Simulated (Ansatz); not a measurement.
Base system: HfO2 (space group P2_1/c, No. 14).

```xyz
12
Lattice="5.0958 0.0000 0.0000 0.0000 5.1768 0.0000 -0.8808 0.0000 5.1970" Properties=species:S:1:pos:R:3 pbc="T T T"
Hf     1.2289     0.2224     1.0819
Hf     3.4265     2.8109     1.5165
Hf     2.9861     4.9544     4.1150
Hf     0.7885     2.3660     3.6804
O      0.0623     1.7457     1.7721
O      4.5931     4.3341     0.8264
O      4.1527     3.4311     3.4249
O     -0.3781     0.8427     4.3706
O      1.8558     3.9248     2.4943
O      2.7996     1.3364     0.1042
O      2.3592     1.2520     2.7026
O      1.4154     3.8404     5.0928
```

Calculations: DFT with PBEsol, PAW potentials and a 420 eV plane-wave cutoff in Ansatz (a quantum-chemistry and plane-wave program), no SOC.

Before the change:

The gap character is indirect, Γ → Y₂ and the volume per atom comes out as 11.42 Å³. The band gap is 3.97 eV.

Modification: cell and atoms relaxed at a pressure of 9 GPa.

Question: How does this affect the gap character, volume per atom and band gap?

Answer: The gap character becomes indirect, Γ–A (29 % along) → Y₂ (base: indirect, Γ → Y₂); the volume per atom decreases by 0.59 Å³ to 10.83 Å³; the band gap rises by 0.397 eV, from 3.97 eV to 4.36 eV.

With Hf present, leaving out spin-orbit coupling can change the band edges. Load acts through the strain it causes; cell and atoms are relaxed under it. No phonon test of stability was made. No other phases were tried under pressure.
